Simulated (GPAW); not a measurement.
Band structure of LaPb₃ (Pm-3m, 4 atoms in the cell).

```
LaPb3
1.0
    4.92952     0.00000     0.00000
    0.00000     4.92952     0.00000
    0.00000     0.00000     4.92952
La Pb
1 3
Direct
  0.00000   0.00000   0.00000
  0.00000   0.50000   0.50000
  0.50000   0.00000   0.50000
  0.50000   0.50000   0.00000
```

Method of the run: LDA (Perdew-Wang 92), GPAW PAW datasets LDA (gpaw-data 1.0.1) (plane waves; GPAW).

Settings: mode = pw; ecut = 800 eV; xc = LDA; kpts = 7 7 7; mesh shift (steps) = 0 0 0; occupations.name = methfessel-paxton; occupations.width = 0.136 eV; occupations.order = 0; nbands = -10; symmetry.symmorphic = false; symmetry.tolerance = 0.0005; maxiter = 100; bandpath_npoints = 40.

The starting cell comes from a database of computed structures (which also holds hypothetical and non-ambient phases and stackings), without a prior relaxation at this level. Its lattice was rescaled by a random factor within 2.5 % of one. Spin-orbit coupling is off.

Levels in eV from the Fermi level, bands 23 to 30:
```
point     23     24     25     26    27    28    29    30
-----  -----  -----  -----  -----  ----  ----  ----  ----
Γ      -2.33  -2.33  -2.33   0.75  0.75  0.75  1.54  1.54
X      -2.34  -2.34  -1.67  -0.29  0.09  0.09  0.83  1.61
M      -3.88  -1.28  -1.28  -1.05  0.22  0.33  0.33  1.60
R      -4.27  -2.54  -2.54  -2.54  1.51  1.51  1.51  1.62
```

Bands cross the Fermi level along this path, so the cell is metallic at this level.
